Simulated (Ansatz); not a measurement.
Base system: HfO2 in the fluorite structure (space group Fm-3m, No. 225).

```xyz
3
Lattice="0.0000 2.5491 2.5491 2.5491 0.0000 2.5491 2.5491 2.5491 0.0000" Properties=species:S:1:pos:R:3 pbc="T T T"
Hf     0.0000     0.0000     0.0000
O      1.2745     1.2745     1.2745
O      3.8236     3.8236     3.8236
```

Levels (all Ansatz, a quantum-chemistry and plane-wave program, PAW, earlier PAW set): PBE (420 eV, no SOC); HSE06+SOC (600 eV, spin-orbit coupling included).

The geometry is relaxed with PBE.

| Property | Result |
|---|---|
| PBE lowest conduction level above the VBM at special points | X 3.75 eV; Γ 3.85 eV; K 4.27 eV |

### Question
How does going to HSE06+SOC change the lowest conduction level above the VBM at special points?

### Answer
The lowest conduction level above the VBM at special points changes from X 3.75 eV; Γ 3.85 eV; K 4.27 eV to X 5.35 eV; Γ 5.53 eV; K 5.89 eV.

Single points use the geometry relaxed with PBE. HSE06 was sampled on its mesh, a few special points and the semilocal edge points, so its gap is an upper bound. The spin-orbit shifts are approximate. The levels and masses belong to the bands next to the band gap. Whether these cells are dynamically stable was not tested. This is not the structure that HfO2 has at room temperature and ambient pressure.
